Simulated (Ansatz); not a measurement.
Input:

```xyz
2
Lattice="0.0000 2.6722 2.6722 2.6722 0.0000 2.6722 2.6722 2.6722 0.0000" Properties=species:S:1:pos:R:3 pbc="T T T"
Ga     0.0000     0.0000     0.0000
P      1.3361     1.3361     1.3361
```

Calculation: PBEsol with spin-orbit coupling, rigid bands (plane waves, PAW; Ansatz, a program for electronic structure). Condition of this run: hydrostatic pressure 5 GPa (the target of the relaxation). Geometry: cell and atoms relaxed with PBEsol, then loaded as said.

Problem. What conductivity effective mass do dilute holes have at 300 K?

Solution. 0.45 mₑ.

Problem. What conductivity effective mass do dilute electrons have at 300 K?

Solution. 0.34 mₑ.

Problem. And the band gap?

Solution. 1.32 eV at this level; semilocal functionals usually fall short of the measured gap.

Rigid bands, one relaxation time for all states, no polarons.
